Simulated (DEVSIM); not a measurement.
Device: Ru/SiO2/p-Si capacitor, at 300 K.

```
layer (left to right)  material  thickness (nm)  Na (cm⁻³)
---------------------  --------  --------------  ---------
1                          SiO2            1.10          -
2                            Si            3800     2.3e16
```

Metal gate on the left, work function 4.7 eV. Fixed charge at the semiconductor interface -9e10 cm⁻² (in units of +e); no interface traps.

The device is made up for the run: typed textbook-type constants, with dimensions and the other settings drawn at random. Values at 300 K.

```tsv
parameter	SiO2	Si
gap (eV)	9	1.124
affinity (eV)	0.9	4.05
permittivity	3.9	11.7
Nc (cm⁻³)	-	2.86e19
Nv (cm⁻³)	-	3.1e19
```

Simulated with DEVSIM: 1D Poisson equation in equilibrium, Boltzmann statistics, complete ionisation; no quantum confinement or tunnelling. Metal contacts follow the ideal Schottky-Mott rule: no Fermi-level pinning, no interface dipoles.

The interface trap density was swept, all else fixed.

```csv
interface trap density (cm^-2 eV^-1),minimum of the low-frequency capacitance (μF/cm²),flat-band voltage (V),threshold voltage (band bending 2φF) (V)
0,0.0554,-0.28,0.49
1e10,0.0569,-0.28,0.49
1e11,0.0707,-0.29,0.50
3e11,0.101,-0.29,0.50
1e12,…,-0.30,…
2e12,0.337,-0.32,0.53
```

Q: Complete the blanks.

A: 
- 1e12, minimum of the low-frequency capacitance (μF/cm²): 0.203
- 1e12, threshold voltage (band bending 2φF) (V): 0.51
